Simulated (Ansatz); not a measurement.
**Convergence study of the plane-wave cutoff for YbZn (P4mm, 2 atoms in the cell)**

```
CELL_PARAMETERS angstrom
      3.59371     0.00000     0.00000
      0.00000     3.59371     0.00000
      0.00000     0.00000     3.59371
ATOMIC_POSITIONS crystal
  Yb 0.00000 0.00000 0.01391
  Zn 0.50000 0.50000 0.50000
```

Method: PBEsol, default PAW files made with PBE (plane waves; Ansatz, a first-principles code).

Base settings: basis.ecutwfc = 420 eV; kpoints.mp_grid.grid = 9 9 9; hamiltonian.xc = pbesol; hamiltonian.pseudopotentials = {kind: paw} (the program's default PAW files); scf.occupations.method = fermi_dirac; scf.occupations.width = 0.1 eV.

The second cell is the first with its lattice scaled by 0.98.

The mesh stays at the base's, so the ladder's end is converged at best in this setting alone.

The first pressure column holds Ansatz's estimate of the finite-basis (Pulay) stress, which hides part of the cutoff error; the other is without it.

Only quantities that move along the ladder and can be compared are tabulated.

The count of work is k-points × plane waves × bands × iterations; it is no time. 

The starting cell comes from a database of computed structures (which also holds hypothetical and non-ambient phases and stackings), without a prior relaxation at this level. Its lattice was rescaled by up to half a per cent. One atom was moved a little off its site on purpose. Spin polarisation is off. In the base run, with a pressure of about -3 GPa the cell is away from its equilibrium volume at this level.

Steps (basis.ecutwfc): 145 eV; 170 eV; 190 eV; 210 eV; 230 eV; 250 eV; 295 eV; 335 eV; 380 eV; 420 eV; 460 eV; 505 eV; 565 eV; 630 eV; 735 eV; 840 eV; 1010 eV.

Task: What is the coarsest basis.ecutwfc that holds the energy of the compressed cell less the first within 1 meV/atom of the last step, with all finer ones?

Result: 335 eV, at 0.18 of the last step's count of work; the step before is off by 5.7 meV/atom.

Task: What is the coarsest basis.ecutwfc that holds the free energy within 5 meV/atom of the last step, with all finer ones?

Result: 380 eV, at 0.22 of the last step's count of work; the step before is off by 12 meV/atom.

Task: What is the coarsest basis.ecutwfc that holds the forces within 0.02 eV/Å of the last step, with all finer ones?

Result: 295 eV, at 0.17 of the last step's count of work; the step before is off by 0.031 eV/Å.

| basis.ecutwfc | free energy less the last step's (meV/atom) | energy of the compressed cell less the first (meV/atom) | pressure (GPa) | pressure without the Pulay estimate (GPa) | largest difference of a force vector from the last step's (eV/Å) | count of work / last |
|---|---|---|---|---|---|---|
| 145 eV | 47094.71 | -57.12 | 26.95 | -1184.94 | 0.149 | 0.083 |
| 170 eV | 19442.75 | 146.21 | 12.15 | -491.72 | 0.060 | 0.11 |
| 190 eV | 10345.70 | -58.31 | 7.24 | -280.20 | 0.217 | 0.097 |
| 210 eV | 5458.95 | 29.84 | 1.29 | -170.96 | 0.050 | 0.13 |
| 230 eV | 2735.97 | 21.45 | 1.07 | -105.91 | 0.081 | 0.14 |
| 250 eV | 1237.44 | -7.29 | -1.22 | -61.57 | 0.031 | 0.16 |
| 295 eV | 131.17 | -10.11 | -2.23 | -12.64 | 0.004 | 0.17 |
| 335 eV | 12.49 | -15.71 | -3.03 | -4.09 | 0.000 | 0.18 |
| 380 eV | 2.64 | -15.79 | -3.03 | -3.12 | 0.000 | 0.22 |
| 420 eV | 1.37 | -15.77 | -3.04 | -3.09 | 0.000 | 0.31 |
| 460 eV | 0.60 | -15.75 | -3.04 | -3.06 | 0.000 | 0.34 |
| 505 eV | 0.29 | -15.74 | -3.04 | -3.04 | 0.000 | 0.41 |
| 565 eV | 0.21 | -15.75 | -3.04 | -3.04 | 0.000 | 0.40 |
| 630 eV | 0.13 | -15.76 | -3.04 | -3.04 | 0.000 | 0.58 |
| 735 eV | 0.06 | -15.76 | -3.04 | -3.04 | 0.000 | 0.71 |
| 840 eV | 0.02 | -15.76 | -3.04 | -3.04 | 0.000 | 0.86 |
| 1010 eV | 0.00 | -15.77 | -3.04 | -3.04 | 0.000 | 1.0 |

The energy difference between the two cells stays within 1 meV/atom of the last step's from 335 eV on, the total only from 460 eV on: much of the error is common to both cells and cancels.

At the lowest cutoff the pressure without the Pulay estimate lies 1180 GPa under the last step's, the usual sign of Pulay stress in an incomplete plane-wave basis.

Keys are those of Ansatz 0.2.
